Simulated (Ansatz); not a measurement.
# Mg2NbN3 (Cmcm, No. 63, 12 atoms in the cell; start mp-1029408)

Calculation: PBEsol (plane waves, PAW; Ansatz, a first-principles code).

Numerical settings: plane-wave cutoff 520 eV, 8×8×6 k mesh (along the axes of the cell as run), Fermi–Dirac smearing 0.01 eV, no spin polarisation, scalar-relativistic PAW data made under PBE.

Cell (relaxed at this level):

Space group Cmcm (No. 63); a = 10.5723 Å, b = 6.3896 Å, c = 4.3261 Å, α = 90.00°, β = 90.00°, γ = 90.00°

| atom | site | symmetry | x | y | z |
|---|---|---|---|---|---|
| Mg | 8g | ..m | 0.3291 | 0.3409 | 0.2500 |
| Nb | 4c | m2m | 0.0000 | 0.3267 | 0.2500 |
| N | 8g | ..m | 0.1557 | 0.1718 | 0.2500 |
| N | 4c | m2m | 0.0000 | 0.6460 | 0.2500 |
(The calculation used a cell of 12 atoms; values per cell refer to that cell.)

```yaml
band_gap: 1.63 eV (on the SCF k mesh)
```

Note: the relaxation could not lower the start's symmetry, so the cell can be a saddle point above a distorted one.

Spin–orbit coupling is not included.

Cost on a shared machine: around 29 core-minutes (rough).

A start named mp-… is a Materials Project structure, which need not be a measured phase.
